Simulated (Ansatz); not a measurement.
The starting structures come from a database of crystals and need not be the phases stable at ambient conditions.

Inside the gap of an insulator the Bloch states are evanescent, with a wavenumber k + iκ along the transport direction.

Data:

```
LaI3
1.0
    4.39802     0.00000     0.00000
   -2.19901     6.92186     0.00000
    0.00000     0.00000     9.98843
La I
2 6
Cartesian
  0.00000   3.55439   2.49711
  2.19901   3.36747   7.49132
  2.19901   1.97749   4.35739
  0.00000   4.94437   5.63104
  0.00000   4.94437   9.35160
  2.19901   1.97749   0.63682
  0.00000   1.06967   7.49132
  2.19901   5.85219   2.49711
```

Space group of this cell: Cmcm. The cell was relaxed by PBE-D3(BJ); by r2SCAN its mean pressure is 1.6 GPa.

Transport runs along the normal of the first two printed cell vectors.

No gap correction and no spin-orbit coupling; mid-gap values are interpolated between computed energies.

**Question.** State the band gap and the smallest decay constant κ at mid-gap according to r2SCAN in Ansatz (an electronic-structure program).

**Answer.** Gap 2.11 eV on a 8×8×4 mesh; κ = 0.221 1/Å, at the zone centre.
